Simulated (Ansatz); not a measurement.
Take SiC (space group P6_3mc, No. 186; a = 3.078 Å, c = 10.077 Å) as the base.

Computed with r2SCAN/PAW in Ansatz (an electronic-structure program), scalar-relativistic without spin-orbit coupling, earlier PAW set.

One change was made to it. Results:

The band gap grows by 0.04 eV (2.60 eV → 2.64 eV); the shortest interatomic distance shrinks by 0.125 bohr, from 3.559 bohr to 3.434 bohr; the c/a ratio drops by 0.002, from 3.274 to 3.272.

### Question
Which of these changes matches the shifts?
A. pressure 30 GPa
B. pressure 0.9 GPa
C. pressure 2.1 GPa
D. pressure −2 GPa

### Answer
A, pressure 30 GPa. For comparison, the shortest interatomic distance in the other runs: pressure 2.1 GPa gives 3.548 bohr; pressure 0.9 GPa gives 3.554 bohr; pressure −2 GPa gives 3.569 bohr.

Load acts through the strain it causes; cell and atoms are relaxed under it. Stability against distortions was not tested. No other phases were tried under pressure.
